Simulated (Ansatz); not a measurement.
**MgS, response to strain**

Base system: MgS in the rock salt structure (space group Fm-3m, No. 225).

```yaml
crystal:
  lattice:
    - [0.00000, 2.59100, 2.59100]
    - [2.59100, 0.00000, 2.59100]
    - [2.59100, 2.59100, 0.00000]
  atoms:
    - { symbol: Mg, position: [0.00000, 0.00000, 0.00000] }
    - { symbol: S, position: [0.50000, 0.50000, 0.50000] }
```

Cartesian axes are those of the cell as printed.

Strains are applied to the cell and any free atomic positions relax; under biaxial strain the out-of-plane vector relaxes too.

All numbers come from PBEsol (Ansatz, a first-principles code), scalar-relativistic without spin-orbit coupling.

| change | smallest direct gap | gap character | out-of-plane strain |
|---|---|---|---|
| base | 3.69 eV | – | – |
| biaxial strain −3.00 %, plane normal [001], relaxed out of plane | ? | indirect, Γ → X | ? |
| biaxial strain −2.50 %, plane normal [001], relaxed out of plane | 3.88 eV | indirect, Γ → X | +1.40 % |
| biaxial strain −2.00 %, plane normal [001], relaxed out of plane | 3.84 eV | indirect, Γ → X | +1.11 % |
| biaxial strain −1.00 %, plane normal [001], relaxed out of plane | 3.76 eV | indirect, Γ → X | +0.55 % |
| biaxial strain −0.50 %, plane normal [001], relaxed out of plane | 3.73 eV | indirect, Γ → X | +0.27 % |
| biaxial strain +0.50 %, plane normal [001], relaxed out of plane | 3.62 eV | indirect, Γ → M | -0.27 % |
| biaxial strain +1.00 %, plane normal [001], relaxed out of plane | 3.55 eV | indirect, Γ → M | -0.53 % |
| biaxial strain +1.50 %, plane normal [001], relaxed out of plane | 3.49 eV | indirect, Γ → M | -0.78 % |
| biaxial strain +2.50 %, plane normal [001], relaxed out of plane | 3.35 eV | indirect, Γ → M | -1.28 % |

Q: Some entries are withheld; estimate them.

A: 
- biaxial strain −3.00 %, plane normal [001], relaxed out of plane, smallest direct gap: 3.92 eV
- biaxial strain −3.00 %, plane normal [001], relaxed out of plane, out-of-plane strain: +1.69 %

Stability against distortions was not tested. Labels are those of the standard path for the cell's own space group.
